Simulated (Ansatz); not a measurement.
Given:

```
CELL_PARAMETERS angstrom
      3.55802     0.00000     0.00000
      0.00000     3.55802     0.00000
      0.00000     0.00000     5.17186
ATOMIC_POSITIONS crystal
  Hf 0.50000 0.50000 0.50000
  Hf 0.00000 0.00000 0.00000
  O  0.00000 0.50000 0.69721
  O  0.00000 0.50000 0.19721
  O  0.50000 0.00000 0.80279
  O  0.50000 0.00000 0.30279
```

Space group of this cell: P4_2/nmc. The cell is taken as given; by r2SCAN its mean pressure is 4.1 GPa.

Level of theory: r2SCAN (plane waves, PAW; Ansatz, a first-principles code).

The current runs along the normal of the first two printed vectors; no spin-orbit coupling. Scaled by the factor s: the length along the current (ions clamped). Meshes 8×8×6 and 8×8 across the current in all rows.

| s | mean pressure (GPa) | band gap (eV) |
|---|---|---|
| 0.97 | 12.4 | ? |
| 1.00 | 4.1 | 5.31 |
| 1.03 | -3.0 | 5.13 |

Task: Take the slope of the band gap against ln s from the two given rows, extrapolate to s = 0.97, and say what the run there gives.

Result: Slope = (5.13 − 5.31) / ln 1.03 = -6.09 eV. The line gives 5.31 + (-6.09) × ln 0.97 = 5.50 eV. The run gives 5.05 eV, 0.45 eV under the line, 240 % of the predicted step.
